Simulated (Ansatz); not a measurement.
# TaRu: response to strain

Start from TaRu (space group P4/mmm, No. 123; a = 3.025 Å, c = 3.385 Å; relaxed with 0.1 eV smearing). Axes: x, y, z lie along a, b, c of the conventional cell.

Strains are applied to the cell and any free atomic positions relax.

All numbers come from Kohn–Sham DFT with the PBEsol functional, run in Ansatz (an electronic-structure program) with PAW and 420 eV plane waves, no SOC.

Notes on the quantities. pressure: mean of the normal stresses, compression positive; energy relative to the base: free energy F.

| case | pressure | shortest interatomic distance | energy relative to the base |
|---|---|---|---|
| base | 0.0 GPa | 2.728 Å | 0 meV/atom |
| isotropic strain +2.97 % | -19.8 GPa | 2.809 Å | +95 meV/atom |
| uniaxial strain ε_xx = −4.08 % | 12.6 GPa | 2.694 Å | +36 meV/atom |
| uniaxial strain ε_zz = +2.47 % | -6.2 GPa | 2.754 Å | +11 meV/atom |

No phonon test of stability was made. The final runs are not spin-polarised.
